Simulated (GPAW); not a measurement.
Input and output of a self-consistent single point for NiS2 (P2_1, 6 atoms in the cell) (GPAW).

Method: PBEsol, GPAW PAW datasets PBEsol (made by gpaw-setup) (plane waves; GPAW 25.7.0).

The change in words: lattice scaled by 0.98. Reference geometry:
```xyz
6
Lattice="4.0777 0.0000 0.0000 0.0000 5.2015 0.0000 -2.0103 0.0000 4.8802" Properties=species:S:1:pos:R:3 pbc="T T T"
Ni     1.5559     4.3359     3.6576
Ni     0.5115     1.7352     1.2226
S      0.2519     4.9414     2.0356
S      1.8155     2.3407     2.8446
S      1.2818     1.1258     4.4778
S      0.7855     3.7265     0.4024
```

Reference input (self-consistent single point, DFT PBEsol, plane waves, GPAW PAW datasets PBEsol (made by gpaw-setup)): mode = pw; ecut = 850 eV; xc = PBEsol; kpts = 6 5 5; mesh shift (steps) = 0 0 0; occupations.name = fermi-dirac; occupations.width = 0.02 eV; nbands = -8; convergence.forces = 0.001 eV/Å; convergence.bands = -6; symmetry.symmorphic = false; symmetry.tolerance = 0.0005. This run's input differs from it in these lines:

```diff
@@ -5,5 +5,5 @@
 atoms = Atoms(['Ni', 'Ni', 'S', 'S', 'S', 'S'],
-              cell=[[4.077660, 0.000000, 0.000000],
-                    [0.000000, 5.201470, 0.000000],
-                    [-2.010286, 0.000000, 4.880221]],
+              cell=[[3.996107, 0.000000, 0.000000],
+                    [0.000000, 5.097441, 0.000000],
+                    [-1.970080, 0.000000, 4.782617]],
               scaled_positions=[[0.751060, 0.833600, 0.749470],
```

Log, with long lists cut:

```
     iter     time        total  log10-change:
                         energy   eigst   dens  force
iter:   1 --:--:--   -36.901891   +0.66
iter:   2 --:--:--   -36.182720   -0.16  -1.28
iter:   3 --:--:--   -35.533609   -0.72  -1.31
iter:   4 --:--:--   -35.307144   -1.21  -1.38
iter:   5 --:--:--   -35.083816   -1.85  -1.54
iter:   6 --:--:--   -35.096896   -2.55  -2.25
iter:   7 --:--:--   -35.099702c  -2.82  -2.25
iter:   8 --:--:--   -35.082262c  -2.99  -2.51
iter:   9 --:--:--   -35.082188c  -4.11  -2.73
iter:  10 --:--:--   -35.082284c  -3.77  -2.71
iter:  11 --:--:--   -35.081702c  -4.66  -3.18
iter:  12 --:--:--   -35.081689c  -6.05  -3.58
iter:  13 --:--:--   -35.081656c  -5.68  -3.63
iter:  14 --:--:--   -35.081659c  -6.42  -4.04c
iter:  15 --:--:--   -35.081657c  -7.48c -4.04c
iter:  16 --:--:--   -35.081655c  -7.64c -4.10c -1.97
iter:  17 --:--:--   -35.081653c  -7.03  -4.17c
iter:  18 --:--:--   -35.081653c  -7.90c -4.52c -1.76
iter:  19 --:--:--   -35.081653c  -7.73c -4.62c -2.36
iter:  20 --:--:--   -35.081652c  -7.71c -4.68c -2.48
iter:  21 --:--:--   -35.081652c  -8.37c -4.75c -2.54
iter:  22 --:--:--   -35.081652c  -8.43c -4.85c -2.74
iter:  23 --:--:--   -35.081652c  -7.96c -4.92c -2.87
iter:  24 --:--:--   -35.081652c  -8.93c -5.08c -3.32c
Converged after 24 iterations.

Dipole moment: (0.000000, 10.066335, -0.000000) |e|*Ang

Energy contributions relative to reference atoms: (reference = -126025.974979)

Kinetic:        +42.594741
Potential:      -34.128867
External:        +0.000000
XC:             -44.070419
Entropy (-ST):   -0.000048
Local:           +0.522917
SIC:             +0.000000
--------------------------
Free energy:    -35.081676
Extrapolated:   -35.081652

Showing only first 2 kpts
 Kpt  Band  Eigenvalues  Occupancy
  0    26      6.31828    2.00000
  0    27      7.10339    1.97321
  0    28      8.05315    0.00000
  0    29      8.88226    0.00000

  1    26      6.28836    2.00000
  1    27      6.91470    2.00000
  1    28      7.85659    0.00000
  1    29      8.80628    0.00000

Fermi level: 7.18939

Gap: 0.198 eV
Transition (v -> c):
   [... lines left out ...]
Direct gap: 0.743 eV
   [... lines left out ...]
  0 Ni   -0.01058   -0.00151    0.01083
  1 Ni    0.01058   -0.00151   -0.01083
  2 S    -0.50410    0.18781    0.51675
  3 S     0.50410    0.18781   -0.51675
  4 S    -0.49586   -0.18641    0.49988
  5 S     0.49586   -0.18641   -0.49988

Stress tensor:
    -0.015557     0.000000    -0.011381
     0.000000    -0.053801     0.000000
    -0.011381     0.000000    -0.053153
Stress (GPa, Voigt): [-2.4925 -8.6198 -8.5161  0.     -1.8234  0.    ]
```

The run converged in 24 iterations. GPAW prints stress with tension positive. Against the reference run the free energy rises by 17.6 meV/atom, the pressure goes from -0.66 to 6.54 GPa, the largest force goes from 0.317 to 0.746 eV/Å and the gap on the mesh goes from 0.148 to 0.198 eV.

The starting cell comes from a database of computed structures (which also holds hypothetical and non-ambient phases and stackings), without a prior relaxation at this level. For this run, on top of that: lattice scaled by 0.98. Spin polarisation is off, so a magnetic state, if there is one, cannot be reached. With a pressure of about 7 GPa the cell is away from its equilibrium volume at this level.

Cost on one core of a shared machine: roughly 5 min.
